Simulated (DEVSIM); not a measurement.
Device: abrupt Si p-n junction, at 300 K.

| layer (left to right) | material | thickness (μm) | Nd (cm⁻³) | Na (cm⁻³) | τn (s) | τp (s) |
|---|---|---|---|---|---|---|
| 1 | Si | 0.810 | - | 9.6e15 | 0.00024 | 0.00024 |
| 2 | Si | 250 | 7.1e17 | - | 0.00024 | 0.00024 |

Left contact: ohmic. Right contact: ohmic. Voltage is applied to the left contact. Recombination: SRH at mid-gap, radiative, Auger. Mobility is constant in doping.

This is a model device: material constants are rounded textbook-type values typed into the input, and sizes, dopings and lifetimes were drawn at random. Values at 300 K.

| parameter | Si |
|---|---|
| gap (eV) | 1.124 |
| affinity (eV) | 4.05 |
| permittivity | 11.7 |
| Nc (cm⁻³) | 2.86e19 |
| Nv (cm⁻³) | 3.1e19 |
| μn (cm²/Vs) | 1417 |
| μp (cm²/Vs) | 470 |
| B (cm³/s) | 4.7e-15 |
| Cn (cm⁶/s) | 2.8e-31 |
| Cp (cm⁶/s) | 9.9e-32 |

Simulated with DEVSIM: 1D drift-diffusion, Boltzmann statistics, complete ionisation; no tunnelling, impact ionisation, image-force lowering or self-heating.

The doping Na of layer 1 was swept, all else fixed.

```json
[
 {"doping Na of layer 1 (cm^-3)": "2.9e14", "potential step across the device at zero bias (V)": "0.729", "dark forward voltage at 1 A/cm² (V)": "0.409", "dark forward voltage at 100 A/cm² (V)": "0.595", "largest field in the device at zero bias (V/cm)": "46000"},
 {"doping Na of layer 1 (cm^-3)": "9.6e14", "potential step across the device at zero bias (V)": "0.760", "dark forward voltage at 1 A/cm² (V)": "0.457", "dark forward voltage at 100 A/cm² (V)": "0.620", "largest field in the device at zero bias (V/cm)": "47000"},
 {"doping Na of layer 1 (cm^-3)": "2.9e15", "potential step across the device at zero bias (V)": "0.789", "dark forward voltage at 1 A/cm² (V)": "0.497", "dark forward voltage at 100 A/cm² (V)": "0.644", "largest field in the device at zero bias (V/cm)": "50000"},
 {"doping Na of layer 1 (cm^-3)": "9.6e15", "potential step across the device at zero bias (V)": "0.820", "dark forward voltage at 1 A/cm² (V)": "0.533", "dark forward voltage at 100 A/cm² (V)": "0.675", "largest field in the device at zero bias (V/cm)": "60000"},
 {"doping Na of layer 1 (cm^-3)": "2.9e16", "potential step across the device at zero bias (V)": "0.848", "dark forward voltage at 1 A/cm² (V)": "0.565", "dark forward voltage at 100 A/cm² (V)": "0.701", "largest field in the device at zero bias (V/cm)": "87000"},
 {"doping Na of layer 1 (cm^-3)": "9.6e16", "potential step across the device at zero bias (V)": "0.879", "dark forward voltage at 1 A/cm² (V)": "0.597", "dark forward voltage at 100 A/cm² (V)": "0.735", "largest field in the device at zero bias (V/cm)": "150000"},
 {"doping Na of layer 1 (cm^-3)": "2.9e17", "potential step across the device at zero bias (V)": "0.908", "dark forward voltage at 1 A/cm² (V)": "0.627", "dark forward voltage at 100 A/cm² (V)": "0.763", "largest field in the device at zero bias (V/cm)": "230000"}
]
```

From the first row to the last the potential step across the device at zero bias goes from 0.729 to 0.908. From the first row to the last the dark forward voltage at 1 A/cm² goes from 0.409 to 0.627.
